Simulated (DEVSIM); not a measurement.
Structure: Schottky contact on p-type InP, at 300 K.

Layer 1 from the left is InP, thickness (μm) 19.0, Na (cm⁻³) 3.8e16, τn (s) 3.3e-10, τp (s) 3.3e-10. Layer 2 from the left is InP, thickness (μm) 0.590, Na (cm⁻³) 1.2e18, τn (s) 3.3e-10, τp (s) 3.3e-10.

Left contact: Schottky, work function 4.704 eV, emission velocity 1.9e6 cm/s. Right contact: ohmic. Voltage is applied to the left contact. Recombination: SRH at mid-gap. Mobility is μmin + (μ − μmin)/(1 + (N/Nref)^α).

Constants are typed, rounded textbook-type inputs, not results; the design itself was drawn at random and stands for no fabricated device. Values at 300 K.

InP: gap (eV) 1.344, affinity (eV) 4.38, permittivity 12.5, Nc (cm⁻³) 5.7e17, Nv (cm⁻³) 1.1e19, μn (cm²/Vs) 5200, μp (cm²/Vs) 170, μn,min 400, μp,min 10, Nref,n 3e17, Nref,p 4.9e17, αn 0.47, αp 0.62.

DEVSIM, 1D drift-diffusion, Boltzmann statistics, complete ionisation; no tunnelling, impact ionisation, image-force lowering or self-heating. Metal contacts follow the ideal Schottky-Mott rule: no Fermi-level pinning, no interface dipoles.

Dark forward current:

| |V| (V) | |J| (A/cm²) |
|---|---|
| 0.05 | 6.320e-9 |
| 0.10 | 2.257e-8 |
| 0.15 | 6.951e-8 |
| 0.20 | 2.214e-7 |
| 0.25 | 8.052e-7 |
| 0.30 | 3.570e-6 |
| 0.35 | 1.917e-5 |
| 0.40 | 0.0001170 |
| 0.45 | 0.0007612 |
| 0.50 | 0.005090 |
| 0.55 | 0.03427 |
| 0.60 | 0.2277 |
| 0.65 | 1.387 |
| 0.70 | 6.188 |
| 0.75 | 16.86 |
| 0.80 | 31.91 |
| 0.85 | 49.39 |
| 0.90 | 68.25 |
| 0.95 | 87.97 |
| 1.00 | 108.3 |
| 1.05 | 128.9 |
| 1.10 | 149.9 |
| 1.15 | 171.1 |
| 1.20 | 192.5 |
| 1.25 | 214.1 |
| 1.30 | 235.7 |

Question: Work out the local ideality factor n = ΔV / (kT/q · ln(J2/J1)) between the rows 0.15 and 0.20 V, 0.50 and 0.55 V, 1.25 and 1.30 V.

Answer: kT/q = 25.85 mV. From 0.15 to 0.20 V: ln(2.214e-7/6.951e-8) = 1.159, n = 1.67. From 0.50 to 0.55 V: ln(0.03427/0.005090) = 1.907, n = 1.01, near the 1 of diffusion or emission over a barrier. From 1.25 to 1.30 V: ln(235.7/214.1) = 0.096, n = 20.12; the layers' resistance at their doping, Σ W/(qμN) = 0.0022 Ω cm², would take 47 mV of this step of 50 mV.

Question: Estimate the current at 0.50 V for emission alone, J0 = q v N_band exp(−φB/kT), and read the barrier back from the simulated current.

Answer: φB = 1.020 eV, N_band = 1.10e19 cm⁻³, J0 = 2.45e-11 A/cm²; J = J0 (exp(qV/kT) − 1) = 0.00615 A/cm². The simulation gives 0.00509 A/cm²; the estimate lies 21 % above. Read backwards, the simulated current gives an apparent barrier of 1.025 eV. The estimate leaves out transport through the depletion region and minority injection.
